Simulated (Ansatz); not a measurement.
**As: As → Fe**

Start from As (space group Cmce, No. 64; a = 3.656 Å, b = 11.127 Å, c = 4.627 Å; layered, stacked along the Cartesian y axis).

Modification: full substitution As → Fe, then cell and atoms are relaxed.

The values are results of Ansatz (a quantum-chemistry and plane-wave program) r2SCAN+rVV10, without spin-orbit coupling, not measurements. k-mesh 19×19×19 (Γ-centred); smearing 0.05 eV (Fermi–Dirac), for the changed cell.

```json
{
 "volume_per_atom": "12.47 Å³ (base 23.53 Å³)",
 "density": "7.44 g/cm³ (base 5.29 g/cm³)",
 "space_group": "Fmmm (No. 69) (base Cmce (No. 64))",
 "shortest_interatomic_distance": "2.406 Å (base 2.473 Å)",
 "band_gap": "zero (base zero)",
 "magnetic_state": "ferromagnetic (base not spin-polarised)"
}
```

Final structure:

```xyz
2
Lattice="0.0000 2.1310 4.5483 1.2864 0.0000 4.5483 1.2864 2.1310 0.0000" Properties=species:S:1:pos:R:3 pbc="T T T"
Fe     1.2864     2.1310     7.8938
Fe     1.2864     2.1310     1.2028
```

Other magnetic orders, which the real material may have, were not ruled out. Whether these cells are dynamically stable was not tested. For Fe in this form, whether it has been made was not checked. Gaps under 0.05 eV, about the width of the smearing, are given as zero. This is not the structure that Fe has at room temperature and ambient pressure. This is not the structure that As has at room temperature and ambient pressure.
